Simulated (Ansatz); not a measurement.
Surface: Si(111) 1x1 surface, 6 top atoms, 3 bilayers, bottom bilayer H-capped and fixed, every top atom capped by Br; cell 11.5 x 6.6 Å; about 7 Å thick over the host's atoms, 18 atoms held. All values below come from PBE-D3(BJ) (plane waves to 420 eV, PAW; Ansatz, a quantum-chemistry and plane-wave program). Sampling: 1x2x1 k points. Some slab states were started with spin and the others were run without it. No spin-orbit coupling. Results hold for this slab, coverage and mesh. All energies are electronic energies at 0 K, without vibrations. Each state was relaxed from one prepared geometry.

One CF3 a cell is brought to Si(111):Br. Relaxed result near the molecule:

```csv
atom,x (Å),y (Å),z (Å)
C(d0),4.476,2.384,14.640
F(d1),5.377,1.473,15.004
F(d2),3.237,1.929,14.807
F(d3),4.659,3.531,15.294
```

**Question.** What is the adsorption energy against the free CF3 and the slab before, and how much of it is dispersion?

**Answer.** -0.14 eV (negative: bound); the D3 term gives -0.13 eV of it, the free CF3 being spin-polarised. Its closest contacts to the rest of the cell: C(d0)...Br(31) 3.32 Å, F(d2)...Br(15) 3.63 Å, F(d2)...Br(30) 3.65 Å.
